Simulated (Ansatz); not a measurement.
Results of PBEsol-D3(BJ) (PAW; Ansatz, an electronic-structure program) for TiAl3 (I4/mmm, No. 139).

Run with plane-wave cutoff 520 eV, 20×20×20 k mesh, Fermi–Dirac smearing 0.05 eV, no spin polarisation, scalar-relativistic PAW data made under PBE.

Computed at the level's own relaxed cell.

### Question
Predict the volume per atom, bulk modulus and c axis length.

### Answer

- volume per atom = 14.98 Å³/atom
- bulk modulus = 121 GPa
- c axis length = 8.438 Å

The run finds no gap.

Measured, for comparison: equilibrium volume per atom 15.93 Å³/atom (temperature not stated, not corrected to a static lattice; as tabulated in P. Norby and A. Norlund Christensen, Acta Chemica Scandinavica A40, 157 (1986)). Computed (rounded) less measured: equilibrium volume per atom -6.0 %.

Note: the volume lies 6 % below that of the published cell; the bulk modulus comes from volumes at which shape and atoms were relaxed.

Computed values are for the static lattice.

The result took around 19 core-minutes (rough).
